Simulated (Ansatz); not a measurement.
Functionals compared on the (221) surface of fcc Ni, ferromagnetic in its 1x1 cell, outermost plane spacing 0.59 Å in the ideal cut, in Ansatz (plane waves, PAW). The structure was relaxed with PBE; the other rows are single points on it, each with its references at the same level. Cutoff 420 eV.

Slab: 18 atoms, 10.0 Å thick at the start (thin: gaps and levels are the slab's own); k 15x5x1, smearing 0.1 eV, dipole-corrected; all atoms relaxed; held to the start's symmetry, so lower structures may exist; spin-polarised, no spin-orbit, no U. These notes are the PBE run's.

```csv
functional,surface energy (J/m²),work function of the top face (eV),magnetic moment of the cell (μB),rough cost of the single point
PBE,2.19,4.75,12.02,–
LDA,2.79,5.14,11.56,around 21 core-minutes (rough)
PBEsol,2.59,4.87,12.02,roughly 14 core-minutes
RPBE,[?],[?],12.13,very roughly 14 core-minutes
```

Problem. Fill in the missing entries.

Solution. 
- RPBE, surface energy (J/m²): 1.93
- RPBE, work function of the top face (eV): 4.57

Ansatz is an electronic-structure program.
